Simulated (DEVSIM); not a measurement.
# Schottky contact on p-type GaAs

Device: Schottky contact on p-type GaAs, at 300 K.

```csv
layer (left to right),material,thickness (μm),Na (cm⁻³),τn (s),τp (s)
1,GaAs,0.920,1.7e16,8.8e-8,8.8e-8
```

Left contact: Schottky, work function 4.454 eV, emission velocity 2.5e6 cm/s. Right contact: ohmic. Voltage is applied to the left contact. Recombination: SRH at mid-gap, radiative. Mobility is μmin + (μ − μmin)/(1 + (N/Nref)^α).

Constants are typed, rounded textbook-type inputs, not results; the design itself was drawn at random and stands for no fabricated device. Values at 300 K.

| parameter | GaAs |
|---|---|
| gap (eV) | 1.424 |
| affinity (eV) | 4.07 |
| permittivity | 12.9 |
| Nc (cm⁻³) | 4.7e17 |
| Nv (cm⁻³) | 9e18 |
| μn (cm²/Vs) | 8500 |
| μp (cm²/Vs) | 400 |
| μn,min | 500 |
| μp,min | 20 |
| Nref,n | 6e16 |
| Nref,p | 1.5e17 |
| αn | 0.39 |
| αp | 0.38 |
| B (cm³/s) | 2e-10 |

Model (solved in DEVSIM): 1D drift-diffusion, Boltzmann statistics, complete ionisation; no tunnelling, impact ionisation, image-force lowering or self-heating. Metal contacts follow the ideal Schottky-Mott rule: no Fermi-level pinning, no interface dipoles.

* **Potential step across the device at zero bias**: 0.878 V
* **Largest field in the device at zero bias**: 64000 V/cm
* **Dark forward voltage at 1 A/cm²**: 0.657 V
* **Dark forward voltage at 100 A/cm²**: 0.793 V

Dark reverse current:

```tsv
V (V)	J (A/cm²)
0.10	1.6e-11
0.25	2.1e-11
0.50	2.9e-11
0.75	3.6e-11
1.00	4.2e-11
1.50	5.3e-11
2.00	6.3e-11
2.50	7.2e-11
3.25	8.4e-11
4.00	9.5e-11
5.00	1.1e-10
```

Dark forward current:

(V (V), J (A/cm²)): (-0.05, -6.9e-11); (-0.15, -3.5e-9); (-0.20, -2.4e-8); (-0.30, -1.1e-6); (-0.35, -7.8e-6); (-0.45, -0.00037); (-0.55, -0.017); (-0.60, -0.12); (-0.70, -5.0); (-0.80, -120); (-0.85, -320); (-0.95, -930); (-1.00, -1300); (-1.10, -2000)
